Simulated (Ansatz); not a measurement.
Cl on the 1x1 (0001) surface of hcp Ru, one in a 2x2 cell: adsorption energies (eV for each) against ½ Cl2(g) in Ansatz (plane waves, PAW). Structures relaxed with PBE; the other functionals are single points on them, with slab and gas at the same level. No dispersion, zero-point or thermal terms. Rows are starts at which the adsorbate stayed; left out, since it moved away, changed or didn't bind there, or the run didn't converge: bridge Ru-Ru (span 2.7 Å).

Slab: 17 atoms, 6.3 Å thick at the start under the adsorbate (thin: gaps and levels are the slab's own); k 6x6x1, smearing 0.1 eV, dipole-corrected; 8 atoms held, the rest relaxed; each run with such symmetry as its start has; no spin, no spin-orbit, no U, no dispersion correction.

```tsv
site	PBE	RPBE	r2SCAN
top Ru	-1.75	…	-2.06
hollow Ru-Ru-Ru	-2.32	…	-2.66
hollow Ru-Ru-Ru over Ru at depth 2.1 Å	-2.28	…	-2.63
```

Complete the blanks.


- top Ru, RPBE: -1.60
- hollow Ru-Ru-Ru, RPBE: -2.06
- hollow Ru-Ru-Ru over Ru at depth 2.1 Å, RPBE: -2.02

RPBE moves the energies by 0.23 eV on average against PBE and puts 'hollow Ru-Ru-Ru' lowest, as PBE does. r2SCAN moves the energies by -0.33 eV on average against PBE and puts 'hollow Ru-Ru-Ru' lowest, as PBE does.

Ansatz is a quantum-chemistry and plane-wave program.
